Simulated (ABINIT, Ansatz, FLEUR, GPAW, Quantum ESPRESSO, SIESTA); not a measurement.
# Code comparison for Nb₃B₄ (Immm, 7 atoms in the cell)

Self-consistent single point.

```yaml
crystal:
  lattice:
    - [-1.59340, 1.67497, 7.14835]
    - [1.59340, -1.67497, 7.14835]
    - [1.59340, 1.67497, -7.14835]
  atoms:
    - { symbol: Nb, position: [0.18476, 0.68476, 0.50000] }
    - { symbol: Nb, position: [0.81524, 0.31524, 0.50000] }
    - { symbol: Nb, position: [0.00000, 0.00000, 0.00000] }
    - { symbol: B, position: [0.43557, 0.43557, 0.00000] }
    - { symbol: B, position: [0.56443, 0.56443, 0.00000] }
    - { symbol: B, position: [0.36766, 0.86766, 0.50000] }
    - { symbol: B, position: [0.63234, 0.13234, 0.50000] }
```

All programs got the same cell, k-point mesh and kind of occupations (in Ansatz's words: kpoints.mp_grid.grid = 7 7 7; scf.occupations.method = fermi_dirac; scf.occupations.width = 0.0073 Ry); potentials, basis and cutoffs are each program's usual ones.

```tsv
code	model	pressure (GPa)	largest force (eV/Å)	k-points	cutoff
SIESTA	GGA PBEsol, numerical atomic orbitals DZP, PseudoDojo PBEsol standard norm-conserving potentials (rewritten from UPF to PSML)	-15.08	0.123	172	grid 300 Ry
ABINIT	PBEsol, norm-conserving pseudopotentials (PseudoDojo nc-sr-04 PBEsol standard)	-14.41	0.035	64	1116 eV
FLEUR	PBEsol, all-electron FLAPW (FLEUR), scalar-relativistic valence	–	0.059	64	Kmax 3.9 1/bohr
GPAW	PBEsol, GPAW PAW datasets PBEsol (made by gpaw-setup)	–	0.061	64	900 eV
Ansatz	PBEsol, PAW files made with PBE	-14.81	0.047	64	30.9 Ry
Quantum ESPRESSO	PBEsol, GBRV 1.5 ultrasoft (PBESOL) pseudopotentials	-14.89	0.042	64	40 Ry
```

Size of the force on each atom (eV/Å): Sizes of forces hide their directions.

```tsv
code	Nb1	Nb2	Nb3	B4	B5	B6	B7
SIESTA	0.027	0.027	0.000	0.011	0.011	0.123	0.123
ABINIT	0.035	0.035	0.000	0.024	0.024	0.003	0.003
FLEUR	0.059	0.059	0.000	0.025	0.025	0.001	0.001
GPAW	0.061	0.061	0.000	0.019	0.019	0.002	0.002
Ansatz	0.047	0.047	0.000	0.022	0.022	0.002	0.002
Quantum ESPRESSO	0.042	0.042	0.000	0.021	0.021	0.003	0.003
```

A dash marks a value that a program does not give, or that is left out as unsure.

The spread over the programs that give each value: pressure within 0.67 GPa; largest force within 0.088 eV/Å.

The starting cell comes from a database of computed structures (which also holds hypothetical and non-ambient phases and stackings), without a prior relaxation at this level. Its lattice was rescaled by a random factor within 2.5 % of one. On Ansatz's run: Spin polarisation is off. In the base run, with a pressure of about -15 GPa the cell is away from its equilibrium volume at this level.

Task: Why do the programs differ, and what cannot be compared?

Result: Differences of this kind can come from the potentials, where these differ, and from what each basis and cutoff leave unconverged. The zero of total energies and Fermi levels follows the potentials and each program's conventions, so they are not compared here. SIESTA uses small atom-centred bases, whose incompleteness enters pressures, forces and empty levels differently from a plane-wave cutoff. FLEUR treats all electrons, but the usual bases taken here (sphere radii, linearisation, local orbitals, empty states) were not tested for convergence, so the values are no reference for the others. Ansatz's pressure is given at a fixed set of plane waves, as the other plane-wave codes print theirs; with its correction for the finite basis it is -14.73 GPa. Ansatz's smearing width was typed in Ry to four decimals, so it matches the others to a few per cent. The pressure of GPAW is left out: its cutoff lies under the one at which its stress was checked. The programs reduce the same mesh by symmetry to different extents, which changes the work and not the result. In the force vectors, SIESTA (by 0.122) lies more than 0.08 eV/Å from the median of the plane-wave programs.

Left out of this page: Elk (not drawn, or without a comparable value).

Ansatz is an electronic-structure program.

Keys are those of Ansatz 0.2.
